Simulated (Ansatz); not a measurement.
La in the diamond structure (space group Fd-3m, No. 227; a hypothetical phase, not in the database extracts checked)

```cif
data_La2
_chemical_formula_sum 'La2'
_space_group_name_H-M_alt 'P 1'
_space_group_IT_number 1
_cell_length_a 4.64091
_cell_length_b 4.64091
_cell_length_c 4.64091
_cell_angle_alpha 60.000
_cell_angle_beta 60.000
_cell_angle_gamma 60.000
loop_
_space_group_symop_operation_xyz
  'x, y, z'
loop_
_atom_site_label
_atom_site_type_symbol
_atom_site_fract_x
_atom_site_fract_y
_atom_site_fract_z
_atom_site_occupancy
La1 La 0.75000 0.75000 0.75000 1
La2 La 0.50000 0.50000 0.50000 1
```

Calculations: plane-wave PAW DFT at the PBEsol level (Ansatz, an electronic-structure program, 420 eV), no SOC. k-mesh 12×12×12 (Γ-centred); smearing 0.05 eV (Fermi–Dirac).

| Item | Result |
|---|---|
| Volume per atom | 35.34 Å³ |
| Density | 6.53 g/cm³ |
| Band gap | zero |
| Total energy | -6160.337 eV/atom (σ→0; compares only within this code and set-up) |

Stability against distortions was not tested.
